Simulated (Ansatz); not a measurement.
## A constructed model of the (100) surface of fcc Pd, a layer of Ir in place of the second plane (bottom of the slab: a bare face, its two planes held)

Method: PBE (plane waves to 420 eV, PAW; Ansatz, an electronic-structure program).

Slab: 6 atoms, 9.9 Å thick at the start (thin: gaps and levels are the slab's own); k 13x13x1, smearing 0.1 eV, dipole-corrected; 2 atoms held, the rest relaxed; symmetry of the start imposed; no spin, no spin-orbit, no U. It is one candidate, not shown to be the stable structure of the face.

work function of the top face: 4.92 eV
energy released by relaxation: 0.082 eV
cost: around 90 core-seconds (rough)
